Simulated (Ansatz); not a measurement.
The parent structure is HfS2 in the CdI2 type structure (space group P-3m1, No. 164; a = 3.606 Å, c = 5.768 Å; layered, stacked along the Cartesian z axis). Axes: x lies along a and z along c of the hexagonal cell.

One thing is altered: uniaxial strain ε_zz = −0.50 %, all other strain components held at zero, atoms relaxed at fixed cell.

The values are results of Ansatz (an electronic-structure program), PBE-D3(BJ), PAW, cutoff 420 eV, scalar-relativistic without spin-orbit coupling, not measurements.

Base, band edges from the VBM (valence, conduction): K -1.78, 2.49; H -1.96, 2.71; M -1.49, 1.00; L -0.96, 0.85; A -0.36, 1.79; Γ 0.00, 1.85 eV.

Problem. Give the band edges at the high-symmetry points of the new zone, measured from its valence-band maximum.

Solution. 
```csv
point,valence edge (eV),conduction edge (eV)
Γ,0.00,1.82
M,-1.54,0.97
K,-1.79,2.45
A,-0.40,1.76
L,-0.98,0.82
H,-1.99,2.68
```

The gap is 0.82 eV, indirect, Γ → L.

With Hf present, leaving out spin-orbit coupling can change the band edges. Whether these cells are dynamically stable was not tested.
